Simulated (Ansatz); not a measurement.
Take Li2O in the anti-CdI2 type structure (space group P-3m1, No. 164; a hypothetical phase, not in the database extracts checked; layered, stacked along the Cartesian z axis) as the base.

```xyz
3
Lattice="3.0701 0.0000 0.0000 -1.5350 2.6587 0.0000 0.0000 0.0000 3.8537" Properties=species:S:1:pos:R:3 pbc="T T T"
O      0.0000     0.0000     0.0000
Li     1.5350     0.8862     0.6744
Li     0.0000     1.7725     3.1793
```

Calculations: Kohn–Sham DFT with the r2SCAN+rVV10 functional, run in Ansatz (a first-principles code) with PAW and 500 eV plane waves, spin-orbit coupling left out.

For the base:

```
Quantity                                Result
-----------------------------  ---------------
Gap character                  indirect, A → Γ
Shortest interatomic distance          1.896 Å
```

Modification: a hydrostatic pressure of 50 GPa.

Task: Predict the new gap character and shortest interatomic distance.

Result: The gap character becomes indirect, M → L (base: indirect, A → Γ); the shortest interatomic distance drops by 0.1389 Å to 1.758 Å.

From pressure 50 GPa on, the axis ratios lie over 15 % from the base's, so the cell there is far from its starting form. Load acts through the strain it causes; cell and atoms are relaxed under it. Stability against distortions was not tested. Competing high-pressure phases were not computed.
